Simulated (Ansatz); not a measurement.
CdTe (within 0.1 Å of P6₄22, No. 181, 6 atoms in the cell; start mp-1492; a measured phase of this formula has another space group), treated with r²SCAN (Ansatz, a first-principles code, PAW).

Numerical settings: plane-wave cutoff 560 eV, 18×18×6 k mesh (along the axes of the cell as run), Fermi–Dirac smearing 0.05 eV, scalar-relativistic PAW data made under PBE.

Cell (relaxed with PBEsol):

```xyz
6
Lattice="4.5223 0.0000 0.0000 -2.2611 3.9164 0.0000 0.0000 0.0000 10.2653" Properties=species:S:1:pos:R:3 pbc="T T T"
Cd    -1.1173     1.9352     6.8435
Cd     1.1438     1.9812     0.0000
Cd     2.2346     0.0000     3.4218
Te    -1.1240     1.9469     1.7109
Te     1.1371     1.9695     5.1327
Te     2.2481     0.0000     8.5544
```

### Question
Give the computed band gap.

### Answer

* **band gap**: 0.72 eV (on the SCF k mesh)

Note: cell and atoms aren't relaxed at this level (pressure 1.9 GPa).

Spin–orbit coupling is not included; with these elements it can move the gap by several tenths of an eV or more.

Computed values are for the static lattice.

A start named mp-… is a Materials Project structure, which need not be a measured phase.
